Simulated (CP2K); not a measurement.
CP2K run on the (111) slab of Ca (cut from a parent of space group no. 225; 2 atoms in the cell): self-consistent single point.

Level of theory: PBEsol, GPW, DZVP-MOLOPT-SR-GTH basis, GTH-PBE potentials (GTH_POTENTIALS) (CP2K).

```
Ca
1.0
    3.95749     0.00000     0.00000
    1.97875     3.42729     0.00000
    0.00000     0.00000    17.23129
Ca
2
Direct
  0.00000   0.00000   0.40624
  0.33333   0.33333   0.59376
```

Reference input (self-consistent single point, DFT PBEsol, GPW, DZVP-MOLOPT-SR-GTH basis, GTH-PBE potentials (GTH_POTENTIALS)): CUTOFF = 500 Ry; REL_CUTOFF = 60 Ry; SMEAR/METHOD = GAUSSIAN; SIGMA = 0.1 eV; KPOINTS/SCHEME = MONKHORST-PACK 5 5 1; XC_FUNCTIONAL = PBE:PBESOL; Ca/BASIS_SET = DZVP-MOLOPT-SR-GTH-q10; Ca/POTENTIAL = GTH-PBE-q10; METHOD = GPW; EPS_DEFAULT = 1e-10; NGRIDS = 5; SCF_GUESS = ATOMIC. This run's input differs from it in these lines:

```diff
@@ -40,3 +40,4 @@
     &KPOINTS
-      SCHEME MONKHORST-PACK 5 5 1
+      SCHEME MONKHORST-PACK 8 8 1
+      GAMMA_CENTERED T
     &END KPOINTS
```

Output, abridged:

```
 SCF WAVEFUNCTION OPTIMIZATION

  Step     Update method      Time    Convergence         Total energy    Change
     1 NoMix/Diag. 0.20E+00      -     1.49052878       -73.3829392889 -7.34E+01
     2 Broy./Diag. 0.20E+00      -     0.00960911       -72.9075408329  4.75E-01
     3 Broy./Diag. 0.20E+00      -     0.06710156       -73.1433141428 -2.36E-01
     4 Broy./Diag. 0.20E+00      -     0.00418406       -73.2981376391 -1.55E-01
     5 Broy./Diag. 0.20E+00      -     0.00905447       -73.2295733357  6.86E-02
     6 Broy./Diag. 0.20E+00      -     0.00084595       -73.2262019325  3.37E-03
   [... 14 lines left out ...]
    21 Broy./Diag. 0.20E+00      -     0.00000183       -73.2507887798 -1.80E-05
    22 Broy./Diag. 0.20E+00      -     0.00000340       -73.2507890542 -2.74E-07
    23 Broy./Diag. 0.20E+00      -     0.00000232       -73.2507698467  1.92E-05
    24 Broy./Diag. 0.20E+00      -     0.00000076       -73.2507659795  3.87E-06
  *** SCF run converged in    24 steps ***

  Overlap energy of the core charge distribution:               0.00000000000000
  Self energy of the core charge distribution:               -144.66399578147599
  Core Hamiltonian energy:                                     33.57586370101216
  Hartree energy:                                              47.80086965388825
  Exchange-correlation energy:                                 -9.96302236496279
  Smearing free energy correction:                             -0.00048119069266
  Fermi energy:                                                -0.00081745709936

  Total energy:                                               -73.25076597953012
  Total energy (extrapolated to sigma->0):                    -73.25052538418379

                     Mulliken Population Analysis

   [... lines left out ...]

 STRESS| Analytical stress tensor [bar]
 STRESS|                        x                   y                   z
 STRESS|      x       -1.15368659014E+03   1.23213341572E-02   1.24527018622E-02
 STRESS|      y        1.23213341572E-02  -1.15333276070E+03   4.48486801089E-03
 STRESS|      z        1.24527018622E-02   4.48486801089E-03  -5.07722518895E+03
 STRESS| 1/3 Trace                                            -2.46141484660E+03
```

The run converged in 24 iterations. Against the reference run the free energy rises by 19.8 meV/atom and the largest force goes from 0.259 to 0.229 eV/Å.

The starting cell has typed, rounded lattice constants, without a prior relaxation at this level. The slab is cut from that crystal, and its faces are unrelaxed. Its lattice was rescaled by up to half a per cent. Values carry the incompleteness of an atom-centred basis. The potentials were made for another functional than the one used.
